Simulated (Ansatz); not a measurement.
## Lattice parameter c of Y₂Ge (model structure, started from the Ni2In type, P6₃/mmc, No. 194, 6 atoms in the cell) at several levels of theory

No measured value is used here.

```tsv
level (code)	value (Å)
PBE (Ansatz)	6.400
PBEsol (Ansatz)	…
PBE-D3(BJ) (Ansatz)	6.294
```

Problem. Fill in the missing entries.

Solution. 
- PBEsol (Ansatz, a first-principles code), value (Å): 6.287

Ansatz's density-functional and Hartree–Fock values are scalar-relativistic unless marked +SOC, with PAW data made under PBE.

A model structure was made by putting elements into a prototype or built by hand; it is no filed structure, need not be a known phase, and can be a saddle point held by its symmetry.
